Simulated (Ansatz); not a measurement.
For Rh3Sb (Pm-3m), PBEsol, DFPT electron-phonon coupling, linearised Boltzmann equation (Ansatz, an electronic-structure program) gives a transport coupling λ_tr = 0.218 and a Drude plasma energy ħω_p = 3.56 eV.

Estimate the resistivity at 300 K from the high-temperature formula ρ = 2π λ_tr k_B T / (ħ ε₀ ω_p²), and say how the full Boltzmann solution compares.

The scattering rate is 1/τ = 2π λ_tr k_B T/ħ = 5.38e13 s⁻¹ and ω_p = 5.41e15 s⁻¹, so ρ ≈ 20.8 μΩ·cm. The Boltzmann solution gives 19.2 μΩ·cm, 0.92 times the estimate.

A metal at this level (no band gap). Only scattering by harmonic phonons is included (no impurities, grain boundaries, electron-electron scattering or thermal expansion). Spin-orbit coupling is left out. Halving the electron mesh (24x24x24) moves the resistivity by up to 2 % at 300 K, the coupling by up to 4 %. Smearing 0.20 eV; phonons on a 4x4x4 q mesh, which this run doesn't test.

Computed structure with no diffraction record at hand here (it may be known, metastable or hypothetical): Rh3Sb (Pm-3m).
